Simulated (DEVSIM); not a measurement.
Device: W/SiO2/p-GaAs capacitor, at 300 K.

```
layer (left to right)  material  thickness (nm)  Na (cm⁻³)
---------------------  --------  --------------  ---------
1                          SiO2            6.70          -
2                          GaAs            1400       2e17
```

Metal gate on the left, work function 4.6 eV. Fixed charge at the semiconductor interface 0 cm⁻² (in units of +e); no interface traps.

Constants are typed, rounded textbook-type inputs, not results; the design itself was drawn at random and stands for no fabricated device. Values at 300 K.

| parameter | SiO2 | GaAs |
|---|---|---|
| gap (eV) | 9 | 1.424 |
| affinity (eV) | 0.9 | 4.07 |
| permittivity | 3.9 | 12.9 |
| Nc (cm⁻³) | - | 4.7e17 |
| Nv (cm⁻³) | - | 9e18 |

DEVSIM, 1D Poisson equation in equilibrium, Boltzmann statistics, complete ionisation; no quantum confinement or tunnelling. Metal contacts follow the ideal Schottky-Mott rule: no Fermi-level pinning, no interface dipoles.

Problem. Give the band bending (positive: bands bend down) and minority sheet density.

Solution. 
```csv
Vg (V),ψs (V),minority carriers (cm⁻²)
-1.4,-0.096,< 1e8
-0.8,-0.001,< 1e8
-0.2,0.314,< 1e8
0.4,0.750,< 1e8
1,1.222,8.8e8
```
